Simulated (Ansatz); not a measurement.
Consider Ti in the hcp (Mg type) structure (space group P6_3/mmc, No. 194; a = 2.939 Å, c = 4.650 Å).

(Cell as relaxed with PBE.)

Levels (all Ansatz, a first-principles code, PAW, earlier PAW set): PBE (420 eV, no spin-orbit coupling); PBEsol (420 eV, spin-orbit coupling left out).

Each level relaxes its own structure.

| quantity | PBE | PBEsol |
|---|---|---|
| volume per atom | 17.39 Å³ | 16.72 Å³ |
| lattice parameter a | 2.939 Å | 2.900 Å |
| lattice parameter c | 4.650 Å | 4.590 Å |
| band gap | zero | zero |

PBE's volume per atom lies 0.67 Å³ above PBEsol's (4.0 %); PBE's lattice parameter a lies 0.0384 Å above PBEsol's (1.3 %); PBE's lattice parameter c lies 0.060 Å above PBEsol's (1.3 %); the two agree on the band gap. Neither level is exact; PBEsol is the comparison here, not a measurement.

No phonon test of stability was made. All final runs are without spin polarisation.
